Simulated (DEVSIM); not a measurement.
Structure: CdS/CdTe n-p heterojunction, at 400 K.

Layer 1 from the left is CdS, thickness (μm) 1.40, Nd (cm⁻³) 6.1e17, τn (s) 1.4e-9, τp (s) 1.4e-9. Layer 2 from the left is CdTe, thickness (μm) 0.160, Na (cm⁻³) 1.8e15, τn (s) 1.4e-9, τp (s) 1.4e-9.

Left contact: ohmic. Right contact: ohmic. Voltage is applied to the left contact. Recombination: SRH at mid-gap, radiative, Auger. Mobility is constant in doping.

This is a model device: material constants are rounded textbook-type values typed into the input, and sizes, dopings and lifetimes were drawn at random. Values at 300 K; Nc and Nv go as T^1.5, mobilities as T to minus their exponent, the gap by Varshni's rule with the affinity fixed.

CdS: gap (eV) 2.4, affinity (eV) 4.3, permittivity 9, Nc (cm⁻³) 2.2e18, Nv (cm⁻³) 1.8e19, μn (cm²/Vs) 300, μp (cm²/Vs) 25, T exponent of μn 1.5, T exponent of μp 1.5, B (cm³/s) 1e-10, Cn (cm⁶/s) 1e-30, Cp (cm⁶/s) 1e-30, Varshni α (eV/K) 0.00039, Varshni β (K) 103. CdTe: gap (eV) 1.5, affinity (eV) 4.28, permittivity 10.2, Nc (cm⁻³) 8e17, Nv (cm⁻³) 1.8e19, μn (cm²/Vs) 1000, μp (cm²/Vs) 80, T exponent of μn 1.7, T exponent of μp 1.5, B (cm³/s) 1e-10, Cn (cm⁶/s) 1e-30, Cp (cm⁶/s) 1e-30, Varshni α (eV/K) 0.00031, Varshni β (K) 108.

DEVSIM, 1D drift-diffusion, Boltzmann statistics, complete ionisation; no tunnelling, impact ionisation, image-force lowering or self-heating. Band offsets follow the typed affinities; no thermionic-emission limit at abrupt steps, no polarisation charge.

**Question.** What does the simulation give for the dark forward voltage at 1 A/cm², the potential step across the device at zero bias?

**Answer.** dark forward voltage at 1 A/cm² 0.627 V; potential step across the device at zero bias 1.059 V.
